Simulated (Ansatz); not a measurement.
## C: thickness series

Consider C in the graphite type structure (space group P6_3/mmc, No. 194; a = 2.458 Å, c = 6.565 Å; layered, stacked along the Cartesian z axis).

Free-standing slabs (2 atom(s) a layer) normal to the stacking axis with 15 Å of vacuum; in-plane cell relaxed.

Calculations: PBEsol-D3(BJ) (Ansatz, a first-principles code; PAW; 420 eV plane waves; spin-orbit coupling left out), earlier PAW set.

Notes on the quantities. layer's space group: with vacuum.

| case | layer's space group | thickness between the outermost nuclei |
|---|---|---|
| 1 layer | P6/mmm (No. 191) | – |
| 2 layers | P-3m1 (No. 164) | 3.34 Å |
| 3 layers | P-6m2 (No. 187) | 6.63 Å |
| 4 layers | P-3m1 (No. 164) | 9.91 Å |

Whether these cells are dynamically stable was not tested.
